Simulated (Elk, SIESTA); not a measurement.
An Elk input for a self-consistent single point of InSb (F-43m, 2 atoms in the cell) (DFT, PBE, all-electron FP-LAPW, Elk's shipped species files, APW+lo basis with extra local orbitals):

```
tasks
  0

xctype
  20

rgkmax
  7.5

gmaxvr
  16.0

nxlo
  2

lorbcnd
  .true.

rmtscf
  0.96

lmaxi
  2

stype
  3

swidth
  0.00183747

scale
  1.889726125

avec
    0.0000000000    3.2400000000    3.2400000000
    3.2400000000    0.0000000000    3.2400000000
    3.2400000000    3.2400000000    0.0000000000

sppath
  'species/'

atoms
  2   : nspecies
  'In.in'   : spfname
  1   : natoms; atposl, bfcmt below
  0.0000000000  0.0000000000  0.0000000000    0.0 0.0 0.0
  'Sb.in'   : spfname
  1   : natoms; atposl, bfcmt below
  0.2500000000  0.2500000000  0.2500000000    0.0 0.0 0.0

ngridk
  6 6 6
```

Question: Write the same calculation as an input for SIESTA.

Answer: One input that does it (others would too):

```
# files in the folder: In.psml Sb.psml (PseudoDojo PBE standard)
SystemName  InSb
SystemLabel InSb

NumberOfAtoms                2
NumberOfSpecies              2
%block ChemicalSpeciesLabel
  1 49 In
  2 51 Sb
%endblock ChemicalSpeciesLabel
LatticeConstant              4.582052 Ang
%block LatticeVectors
     0.000000000    0.707106772    0.707106772
     0.707106772    0.000000000    0.707106772
     0.707106772    0.707106772    0.000000000
%endblock LatticeVectors
AtomicCoordinatesFormat      Ang
%block AtomicCoordinatesAndAtomicSpecies
     0.000000000    0.000000000    0.000000000  1
     1.620000000    1.620000000    1.620000000  2
%endblock AtomicCoordinatesAndAtomicSpecies

XC.functional                GGA
XC.authors                   PBE
PAO.BasisSize                DZP
PAO.EnergyShift              0.005 Ry
MeshCutoff                   350 Ry
%block kgrid.MonkhorstPack
    6   0   0  0.0
    0   6   0  0.0
    0   0   6  0.0
%endblock kgrid.MonkhorstPack
OccupationFunction           FD
ElectronicTemperature        50.0 meV

MaxSCFIterations             150
SCF.Mixer.Method             Pulay
SCF.Mixer.Weight             0.2
SCF.Mixer.History            6
SCF.DM.Tolerance             1.0E-04
Diag.ParallelOverK           true
WriteForces                  true
```

Basis, cutoffs, solver keys and any potentials are the target program's own. This input uses DFT, GGA PBE, numerical atomic orbitals DZP, PseudoDojo PBE standard norm-conserving potentials (rewritten from UPF to PSML).

The starting cell has typed, rounded lattice constants, without a prior relaxation at this level.
